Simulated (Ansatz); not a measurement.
**Convergence study of the plane-wave cutoff for CoAl (P4mm, 2 atoms in the cell)**

```
CELL_PARAMETERS angstrom
      2.85142     0.00000     0.00000
      0.00000     2.85142     0.00000
      0.00000     0.00000     2.85142
ATOMIC_POSITIONS crystal
  Al 0.50000 0.50000 0.51753
  Co 0.00000 0.00000 0.00000
```

Method of the run: PBEsol, default PAW files made with PBE (plane waves; Ansatz, a quantum-chemistry and plane-wave program).

Base settings: basis.ecutwfc = 420 eV; kpoints.mp_grid.grid = 12 12 12; hamiltonian.xc = pbesol; hamiltonian.pseudopotentials = {kind: paw} (the program's default PAW files); scf.occupations.method = gaussian; scf.occupations.width = 0.1 eV.

The second cell is the first with its lattice scaled by 0.98.

The mesh stays at the base's, so the ladder's end is converged at best in this setting alone.

The first pressure column holds Ansatz's estimate of the finite-basis (Pulay) stress, which hides part of the cutoff error; the other is without it.

Only quantities that move along the ladder and can be compared are tabulated.

The count of work is k-points × plane waves × bands × iterations; it is no time. 

The starting cell has typed, rounded lattice constants, without a prior relaxation at this level. Its lattice was rescaled by up to half a per cent. One atom was moved a little off its site on purpose. Spin polarisation is off. In the base run, with a pressure of about -5 GPa the cell is away from its equilibrium volume at this level.

```tsv
basis.ecutwfc	free energy less the last step's (meV/atom)	energy of the compressed cell less the first (meV/atom)	pressure (GPa)	pressure without the Pulay estimate (GPa)	largest difference of a force vector from the last step's (eV/Å)	count of work / last
145 eV	62359.96	90.15	0.56	-2686.15	0.018	0.10
170 eV	28184.66	-111.69	-43.54	-1397.97	0.286	0.094
190 eV	15079.24	64.66	4.26	-843.91	0.236	0.098
210 eV	7826.28	112.50	10.12	-493.29	0.065	0.13
230 eV	4011.53	32.47	-4.66	-286.49	0.097	0.12
250 eV	2082.22	-15.14	-6.94	-170.00	0.109	0.14
295 eV	405.67	3.72	-3.90	-48.46	0.023	0.14
335 eV	65.49	4.03	-4.59	-14.70	0.007	0.20
380 eV	6.68	1.18	-5.31	-6.37	0.001	0.22
420 eV	2.04	1.08	-5.32	-5.44	0.000	0.26
460 eV	1.40	1.07	-5.32	-5.37	0.000	0.28
505 eV	0.99	1.09	-5.32	-5.35	0.000	0.36
565 eV	0.70	1.08	-5.33	-5.35	0.000	0.42
630 eV	0.46	1.06	-5.33	-5.35	0.000	0.49
735 eV	0.15	1.06	-5.33	-5.34	0.000	0.59
840 eV	0.07	1.05	-5.33	-5.34	0.000	0.75
1010 eV	0.00	1.05	-5.33	-5.34	0.000	1.0
```

Coarsest basis.ecutwfc that holds the energy of the compressed cell less the first within 0.2 meV/atom of the last step, with all finer ones: 380 eV, at 0.22 of the last step's count of work; the step before is off by 3.0 meV/atom.

Coarsest basis.ecutwfc that holds the forces within 0.02 eV/Å of the last step, with all finer ones: 335 eV, at 0.20 of the last step's count of work; the step before is off by 0.023 eV/Å.

Coarsest basis.ecutwfc that holds the pressure without the Pulay estimate within 0.2 GPa of the last step, with all finer ones: 420 eV, at 0.26 of the last step's count of work; the step before is off by 1.0 GPa.

The energy difference between the two cells stays within 1 meV/atom of the last step's from 380 eV on, the total only from 505 eV on: much of the error is common to both cells and cancels.

Two neighbours can agree and both be off: 295 eV and 335 eV differ by 0.31 meV/atom in the energy of the compressed cell less the first, yet lie about 3.0 meV/atom from the last step.

At the lowest cutoff the pressure without the Pulay estimate lies 2680 GPa under the last step's, the usual sign of Pulay stress in an incomplete plane-wave basis.

Keys are those of Ansatz 0.2.
